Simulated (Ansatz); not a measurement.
Consider ZnS in the zinc blende structure (space group F-43m, No. 216; a = 5.389 Å). Axes: x, y, z lie along the cube axes.

Now apply this change: a free-standing slab of 7 layers (14 atoms, 2 a layer) is cut normal to [110], with 15 Å of vacuum and the in-plane cell held at bulk.

The values are results of Kohn–Sham DFT with the r2SCAN functional, run in Ansatz (a program for electronic structure) with PAW and 500 eV plane waves, scalar-relativistic without spin-orbit coupling, not measurements.

Q: Give the band edges at the high-symmetry points of the new zone, measured from its valence-band maximum.

A: 
```
point  valence edge (eV)  conduction edge (eV)
-----  -----------------  --------------------
Γ                   0.00                  2.88
X                  -0.79                  3.30
Z                  -0.55                  3.94
U                  -0.70                  3.79
```

The gap is 2.88 eV, direct at Γ.

Whether these cells are dynamically stable was not tested. k-point labels follow each cell's own Brillouin zone.
